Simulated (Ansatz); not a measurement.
Start from ZrO₂ in the fluorite structure (space group Fm-3m, No. 225).

```
ZrO2
1.0
    0.00000     2.55794     2.55794
    2.55794     0.00000     2.55794
    2.55794     2.55794     0.00000
Zr O
1 2
Direct
  0.00000   0.00000   0.00000
  0.25000   0.25000   0.25000
  0.75000   0.75000   0.75000
```

The values are results of PBE (Ansatz, a quantum-chemistry and plane-wave program; PAW; 420 eV plane waves; no spin-orbit coupling), earlier PAW set, not measurements.

Before the change:

```
Property                         Value
-----------------------------  -------
Width of the top valence band  1.63 eV
Band gap                       3.32 eV
Shortest interatomic distance  2.215 Å
```

Modification: a hydrostatic pressure of 9 GPa.

Task: What does the calculation give for the width of the top valence band, band gap and shortest interatomic distance after the change?

Result: The width of the top valence band goes up by 0.03 eV, from 1.63 eV to 1.66 eV; the band gap grows by 0.10 eV, from 3.32 eV to 3.42 eV; the shortest interatomic distance shrinks by 0.026 Å, from 2.215 Å to 2.189 Å.

Load acts through the strain it causes; cell and atoms are relaxed under it. No phonon test of stability was made. No other phases were tried under pressure. This is not the structure that ZrO2 has at room temperature and ambient pressure.
